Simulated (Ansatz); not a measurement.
## Bulk modulus of Bi4Ge3O12 (I-43d, No. 220) at several levels of theory

No measured value is used here.

| level (code) | value (GPa) |
|---|---|
| LDA (Ansatz) | 65.3 |
| PBEsol (Ansatz) | ___ |
| r²SCAN (Ansatz) | 57.2 |

Problem. Some entries are withheld; supply them.

Solution. 
- PBEsol (Ansatz, an electronic-structure program), value (GPa): 55.9

Density-functional levels without +SOC have no spin–orbit coupling. Each level is taken at its own relaxed cell. Cutoffs differ between the levels. Ansatz's density-functional and Hartree–Fock values are scalar-relativistic unless marked +SOC, with PAW data made under PBE.
